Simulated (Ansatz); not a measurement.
Where the default PAW files enter, the runs use the earlier of Ansatz's two default sets.

Inside the gap of an insulator the Bloch states are evanescent, with a wavenumber k + iκ along the transport direction.

```xyz
10
Lattice="4.9011 0.0000 0.0000 -2.4506 4.2445 0.0000 2.4506 1.4148 4.3721" Properties=species:S:1:pos:R:3 pbc="T T T"
Al     2.4506     4.2445     1.9399
Al     2.4506     1.4148     2.4322
Al     0.0000     2.8297     0.2461
Al     4.9011     2.8297     4.1259
O      3.2008     2.9451     3.2791
O      1.7003     2.7142     1.0930
O      5.6513     1.2994     3.2791
O     -0.7502     4.3599     1.0930
O      0.9501     4.2445     3.2791
O      3.9510     1.4148     1.0930
```

Space group of this cell: R-3c, corundum. The cell is strained (lengths across the current scaled by 1.02, ions clamped); by r2SCAN its mean pressure is -15.6 GPa.

Transport runs along the normal of the first two printed cell vectors, the (001) (indices of the unstrained crystal) plane of the conventional cell.

The gap is the functional's own, uncorrected, and κ follows it; spin-orbit coupling is left out. Mid-gap values are interpolated between the computed energies.

**Question.** Compute, with r2SCAN (Ansatz, a program for electronic structure), the band gap and the smallest decay constant κ at mid-gap.

**Answer.** Gap 6.12 eV on a 8×8×8 mesh; κ = 0.372 1/Å, at the zone centre.
